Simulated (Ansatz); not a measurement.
# PtSb2 with two functionals, pressure −2 GPa

Start from PtSb$_{2}$ (space group Pa-3, No. 205; a = 6.553 Å).

(Cell as relaxed with PBE.)

Levels (all Ansatz, a first-principles code, PAW): PBE (420 eV, scalar-relativistic without spin-orbit coupling); PBEsol (420 eV, no spin-orbit coupling).

Each level relaxes its own structure.

```
base                      PBE    PBEsol
-------------------  --------  --------
volume per atom      23.45 Å³  22.50 Å³
lattice parameter a   6.553 Å   6.463 Å
band gap                 zero      zero
```

Modification: hydrostatic tension (pressure −2 GPa).

```tsv
quantity	PBE	PBEsol
shortest interatomic distance	2.735 Å	2.694 Å
band gap	zero	zero
```

PBE's shortest interatomic distance lies 0.041 Å above PBEsol's (1.5 %); the two agree on the band gap. Neither level is exact; PBEsol is the comparison here, not a measurement.

With Pt and Sb present, leaving out spin-orbit coupling can change the band edges. Load acts through the strain it causes; cell and atoms are relaxed under it. Whether these cells are dynamically stable was not tested. The final runs are not spin-polarised. A zero or small gap of PtSb2 can be the functional's error rather than a property of the material.
